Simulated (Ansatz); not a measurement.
Zn3N2 (model structure, started from the A-La2O3 type, P-3m1, No. 164, 5 atoms in the cell): properties by level of theory

| level (code) | lattice constant a (Å) | c axis length (Å) |
|---|---|---|
| PBE (Ansatz) | 3.369 | 5.767 |
| PBEsol (Ansatz) | 3.329 | 5.620 |
| PBE-D3(BJ) (Ansatz) | 3.344 | 5.645 |

Ansatz's density-functional and Hartree–Fock values are scalar-relativistic unless marked +SOC, with PAW data made under PBE.

Computed values are for the static lattice.

A model structure was made by putting elements into a prototype or built by hand; it is no filed structure, need not be a known phase, and can be a saddle point held by its symmetry.

Ansatz is a quantum-chemistry and plane-wave program.
